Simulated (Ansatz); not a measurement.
## A computed series for CdTe: response to strain

Consider CdTe in the wurtzite structure (space group P6_3mc, No. 186; a = 4.6321 Å, c = 7.5967 Å; a cell from a computed database, its experimental status unchecked). Axes: x lies along a and z along c of the hexagonal cell.

Strains are applied to the cell and any free atomic positions relax; under biaxial strain the out-of-plane vector relaxes too; under stress the whole cell relaxes.

Level of theory: r2SCAN, PAW, 500 eV (Ansatz, a quantum-chemistry and plane-wave program; no SOC), earlier PAW set.

Notes on the quantities. pressure: mean of the normal stresses, compression positive.

| change | electron mass | band gap | pressure | volume per atom |
|---|---|---|---|---|
| base | 0.086 mₑ along c, 0.097 mₑ across (at Γ) | 1.21 eV | 0.01 GPa | 35.29 Å³ |
| biaxial strain −4.70 %, plane normal [001], relaxed out of plane | 0.078 mₑ out of plane, 0.11 mₑ in plane (at Γ) | 1.03 eV | 2.46 GPa | 33.26 Å³ |
| biaxial strain −3.87 %, plane normal [001], relaxed out of plane | 0.080 mₑ out of plane, 0.11 mₑ in plane (at Γ) | 1.09 eV | 2.00 GPa | 33.62 Å³ |
| biaxial strain −2.88 %, plane normal [001], relaxed out of plane | 0.082 mₑ out of plane, 0.10 mₑ in plane (at Γ) | 1.15 eV | 1.46 GPa | 34.04 Å³ |
| biaxial strain +1.82 %, plane normal [001], relaxed out of plane | 0.085 mₑ out of plane, 0.092 mₑ in plane (at Γ) | 1.12 eV | -0.83 GPa | 36.09 Å³ |
| isotropic strain −4.86 % | 0.10 mₑ along c, 0.12 mₑ across (at Γ) | 1.72 eV | 8.47 GPa | 30.39 Å³ |
| isotropic strain +0.77 % | 0.083 mₑ along c, 0.093 mₑ across (at Γ) | 1.13 eV | -0.87 GPa | 36.11 Å³ |
| uniaxial strain ε_xx = +1.00 % | 0.085 mₑ along z, 0.095 mₑ across (at Γ) | 1.16 eV | -0.38 GPa | 35.64 Å³ |
| uniaxial strain ε_zz = +3.96 % | 0.079 mₑ along z, 0.091 mₑ across (at Γ) | 0.98 eV | -1.45 GPa | 36.69 Å³ |
| uniaxial stress, 0.5 GPa tension along z | 0.084 mₑ along z, 0.097 mₑ across (at Γ) | 1.16 eV | – | 35.43 Å³ |

Spin-orbit coupling, missing from the scalar runs, can matter with Te. Masses are band curvatures over ±0.01 Å⁻¹ around the edge. Beyond what the load breaks, stability against distortions was not tested. This is not the structure that CdTe has at room temperature and ambient pressure.
